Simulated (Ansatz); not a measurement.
The structure below was relaxed with r2SCAN+rVV10/PAW in Ansatz (an electronic-structure program), no spin-orbit coupling, at pressure 0.9 GPa.

Space group P4/nmm, origin choice 1 (No. 129); a = 3.7808 Å, b = 3.7808 Å, c = 4.6765 Å, α = 90.00°, β = 90.00°, γ = 90.00°

```
atom  site  symmetry       x       y       z
----  ----  --------  ------  ------  ------
Sn      2c       4mm  0.5000  0.0000  0.2452
O       2a      -4m2  0.0000  0.0000  0.0000
```

Task: Write out a cell with all atoms.

Result: 
```
SnO
1.0
    3.78076     0.00000     0.00000
    0.00000     3.78076     0.00000
    0.00000     0.00000     4.67648
Sn O
2 2
Direct
  0.50000   0.00000   0.24523
  0.00000   0.50000   0.75477
  0.00000   0.00000   0.00000
  0.50000   0.50000   0.00000
```
This is the conventional cell.

A case with no gap was solved on a k-mesh chosen for an insulator, which is coarse for it. Load acts through the strain it causes; cell and atoms are relaxed under it. Whether these cells are dynamically stable was not tested. All final runs are without spin polarisation. The cell was made from SnO in the litharge type structure (space group P4/nmm, No. 129; layered, stacked along the Cartesian z axis) by this change: pressure 0.9 GPa.
